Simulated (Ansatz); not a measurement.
An Ansatz (a program for electronic structure) input (Ansatz r2SCAN, no spin-orbit coupling, earlier PAW set):

Ansatz 0.2 input:
```yaml
crystal:
  lattice:
    - [3.2834203192, 0, 0]
    - [0, 3.2834203192, 0]
    - [1.6417101596, -1.6417101596, 2.241434519]
  atoms:
    - { symbol: P, position: [0.25, 0.25, 0.5] }
    - { symbol: B, position: [0, 0, 0] }
basis: { ecutwfc: 500, ecutrho_ratio: 4, xc_grid: 4, fft_grid_basis: typed }
kpoints: { mp_grid: { grid: [12, 12, 12] } }
hamiltonian:
  xc: r2scan
  dispersion: none
  pseudopotentials: { azcp: { folder: ./paw }, kind: paw }
scf: { occupations: { method: fermi_dirac, width: 0.05 } }
relax: { f_tol: 0.005, max_steps: 50, cell: { stress_tol: 0.01, fix: [a, b, gamma] } }
output: { forces: true, stress: true }
checkpoint: { write: state.ck, write_every: 1000 }
```

Question: Which symmetry and how many k-points will the program report, and about how many plane waves at Γ?

Answer: Space group I-4m2 (ITA 119) with 8 operations, k-points 163 of 1728, and 601 plane waves at Γ.

Question: And the final pressure?

Answer: -5.85 GPa (compression positive).

The cells carry an imposed strain or load. Stability against distortions was not tested. The cell was made from BP in the zinc blende structure (space group F-43m, No. 216) by this change: biaxial strain +2.36 %, plane normal [001], relaxed out of plane.
